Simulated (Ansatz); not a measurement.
# GaN: point defects

Consider a 16-atom supercell of GaN in the zinc blende structure (space group F-43m, No. 216; a = 4.549 Å) at its relaxed geometry.

One neutral defect a cell, atoms relaxed at fixed cell.

The values are results of Ansatz (an electronic-structure program), PBE, PAW, cutoff 420 eV, no spin-orbit coupling, earlier PAW set, not measurements.

```json
[
 {"case": "perfect supercell", "largest displacement of a host atom from its site in the perfect cell": "–", "pressure": "0.0 GPa"},
 {"case": "As on a N site, symmetric start", "largest displacement of a host atom from its site in the perfect cell": "0.21 Å", "pressure": "18.9 GPa"},
 {"case": "Bi on a N site, symmetric start", "largest displacement of a host atom from its site in the perfect cell": "0.37 Å", "pressure": "30.1 GPa"},
 {"case": "N vacancy, symmetric start", "largest displacement of a host atom from its site in the perfect cell": "0.04 Å", "pressure": "-0.6 GPa"},
 {"case": "Ga interstitial (started 1.97 Å from the nearest host atom), symmetric start", "largest displacement of a host atom from its site in the perfect cell": "0.14 Å", "pressure": "24.8 GPa"},
 {"case": "Ga vacancy", "largest displacement of a host atom from its site in the perfect cell": "[?]", "pressure": "[?]"}
]
```

### Question
Complete the table.

### Answer

- Ga vacancy, largest displacement of a host atom from its site in the perfect cell: 0.18 Å
- Ga vacancy, pressure: 2.3 GPa

Other magnetic orders, which the real material may have, were not ruled out. In so small a cell the defect repeats every few ångströms: this is an ordered compound, not a dilute defect. The mesh was chosen for an insulator and is coarse for the gapless case. Defects with a symmetric start kept the site's symmetry and may sit on a saddle; the others started slightly shaken. Starting moments died away, wholly or in part, for As on a N site, Bi on a N site, N vacancy and Ga interstitial (started 1.97 Å from the nearest host atom); another magnetic solution may exist. This is not the structure that GaN has at room temperature and ambient pressure.
